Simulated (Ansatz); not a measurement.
**BN, response to strain**

The parent structure is BN in the zinc blende structure (space group F-43m, No. 216; a = 3.581 Å). Axes: x, y, z lie along the cube axes.

Strains are applied to the cell and any free atomic positions relax; under biaxial strain the out-of-plane vector relaxes too.

Calculations: LDA (Ansatz, a first-principles code, PAW, spin-orbit coupling left out).

```tsv
variant	smallest direct gap	band gap	out-of-plane strain	gap character
base	8.83 eV	4.39 eV	–	–
biaxial strain −3.00 %, plane normal [001], relaxed out of plane	8.80 eV	(withheld)	+1.37 %	indirect, Γ → X
biaxial strain −2.50 %, plane normal [001], relaxed out of plane	8.80 eV	4.08 eV	(withheld)	indirect, Γ → X
biaxial strain −1.50 %, plane normal [001], relaxed out of plane	8.81 eV	4.21 eV	+0.69 %	indirect, Γ → X
biaxial strain −0.50 %, plane normal [001], relaxed out of plane	8.82 eV	4.33 eV	+0.23 %	indirect, Γ → X
biaxial strain +0.50 %, plane normal [001], relaxed out of plane	8.71 eV	4.25 eV	-0.23 %	indirect, Γ → M
biaxial strain +1.50 %, plane normal [001], relaxed out of plane	8.49 eV	3.97 eV	-0.70 %	indirect, Γ → M
biaxial strain +2.00 %, plane normal [001], relaxed out of plane	8.38 eV	3.84 eV	-0.94 %	indirect, Γ → M
biaxial strain +2.50 %, plane normal [001], relaxed out of plane	8.27 eV	(withheld)	-1.18 %	indirect, Γ → M
biaxial strain +3.00 %, plane normal [001], relaxed out of plane	8.17 eV	3.59 eV	-1.42 %	indirect, Γ → M
```

Q: Fill in the withheld entries from the trend.

A: 
- biaxial strain −3.00 %, plane normal [001], relaxed out of plane, band gap: 4.02 eV
- biaxial strain −2.50 %, plane normal [001], relaxed out of plane, out-of-plane strain: +1.15 %
- biaxial strain +2.50 %, plane normal [001], relaxed out of plane, band gap: 3.72 eV

Stability against distortions was not tested. Labels are those of the standard path for the cell's own space group.
